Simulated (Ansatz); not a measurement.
Computed paths: F-vacancy pair in monoclinic ZrO2, charge state +3

Consider F-vacancy pair (F on one host O site, one O site vacant) in monoclinic ZrO2, charge state +3. Computed with PBE, PAW (plane waves to 420 eV; Ansatz, an electronic-structure program).

96-site cell at the relaxed PBE lattice, the Γ point alone, smearing 0.01 eV, spin-restricted, no finite-size correction. Static, classical nuclei. The charge state is imposed; whether it is stable for some Fermi level was not computed. Forms of the defect that were not tried may lie lower.

Barriers: single points on a 2×2×2 k-point mesh shifted by half a step at the bands' geometries.

```json
[
 {"Route": "direct exchange of F with the vacancy (F-vacancy distance between ideal sites 2.60 Å throughout)", "Start site over the lowest site run (eV)": "0.00", "Hop (Å)": "2.23", "Forward barrier (eV)": "0.48", "Backward barrier (eV)": "0.48", "Neighbours at the start": "O at 2.59, O at 2.66, O at 2.71; Zr at 2.16, Zr at 2.25, Zr at 2.39 Å", "Neighbours at the saddle": "2 O at 2.51; 2 Zr at 2.02 Å", "Saddle order": "not checked, on a symmetry element", "Forward, on the band's own sampling (eV)": "0.49"},
 {"Route": "direct exchange of F with the vacancy (F-vacancy distance between ideal sites 2.57 Å throughout)", "Start site over the lowest site run (eV)": "0.72", "Hop (Å)": "1.83", "Forward barrier (eV)": "0.05", "Backward barrier (eV)": "0.18", "Neighbours at the start": "O at 2.69, 2 O at 2.75; Zr at 2.18, Zr at 2.20, Zr at 2.50 Å", "Neighbours at the saddle": "O at 2.61; 2 Zr at 2.10 Å", "Saddle order": "not checked", "Forward, on the band's own sampling (eV)": "0.05"},
 {"Route": "a nearby O atom hops onto the vacant site (F-vacancy distance between ideal sites 2.60 → 4.05 Å)", "Start site over the lowest site run (eV)": "0.00", "Hop (Å)": "1.99", "Forward barrier (eV)": "0.90", "Backward barrier (eV)": "0.05", "Neighbours at the start": "O at 2.60; Zr at 2.06, Zr at 2.19, Zr at 2.36, Zr at 2.43 Å", "Neighbours at the saddle": "Zr at 1.99, Zr at 2.01 Å", "Saddle order": "not checked", "Forward, on the band's own sampling (eV)": "0.88"}
]
```

Paths come from climbing-image nudged elastic band runs. Of the routes that converged and passed our checks, the lowest saddle point lies 0.48 eV above the lowest of the sites run (direct exchange of F with the vacancy (F-vacancy distance between ideal sites 2.60 Å throughout)); other sites, such as split forms, and other routes may lie lower. A band can be held on a symmetry element, so unchecked saddle points there may be too high.
